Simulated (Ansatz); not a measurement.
Cubic perovskite KMgF3, treated with PBE (plane waves, PAW; Ansatz, an electronic-structure program).

Numerical settings: plane-wave cutoff 500 eV, 8×8×8 k mesh, gaussian smearing 0.02 eV, scalar-relativistic PAW data made under PBE.

Computed at the level's own relaxed cell.

**Question.** Predict the equilibrium volume per atom, lattice constant a and band gap.

**Answer.** 
* **equilibrium volume per atom**: 13.33 Å³/atom
* **lattice constant a**: 4.054 Å
* **band gap**: 6.96 eV (on the SCF k mesh)

Measured, for comparison: band gap 12.4 eV (temperature not stated, no zero-point or thermal correction; as tabulated in Sahnoun et al. (2004), doi:10.1016/j.matchemphys.2004.11.019); equilibrium volume per atom 12.70 Å³/atom, lattice constant a 3.990 Å (room temperature, no zero-point or thermal correction; as tabulated in Vaitheeswaran et al. (2007), arXiv:cond-mat/0703621). Computed (rounded) less measured: band gap -5.44 eV, equilibrium volume per atom +5.0 %, lattice constant a +1.6 %.

The computed numbers hold no vibrational or temperature effects.

The result took roughly 23 core-seconds.
